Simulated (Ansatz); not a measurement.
The parent structure is CdS in the zinc blende structure (space group F-43m, No. 216).

```xyz
2
Lattice="0.0000 2.9389 2.9389 2.9389 0.0000 2.9389 2.9389 2.9389 0.0000" Properties=species:S:1:pos:R:3 pbc="T T T"
S      4.4084     4.4084     4.4084
Cd     0.0000     0.0000     0.0000
```

Calculations: DFT with r2SCAN, PAW potentials and a 500 eV plane-wave cutoff in Ansatz (a quantum-chemistry and plane-wave program), no spin-orbit coupling.

Base values:

The width of the top valence band is 2.16 eV and the shortest interatomic distance is 254.5 pm. The band gap is 1.54 eV.

Perturbation: hydrostatic tension (pressure −1 GPa).

### Question
What happens to the width of the top valence band, shortest interatomic distance and band gap?

### Answer
The width of the top valence band shrinks by 0.06 eV to 2.10 eV; the shortest interatomic distance increases by 1.5 pm to 256.0 pm; the band gap falls by 0.04 eV (1.54 eV → 1.50 eV).

Load acts through the strain it causes; cell and atoms are relaxed under it. No phonon test of stability was made.
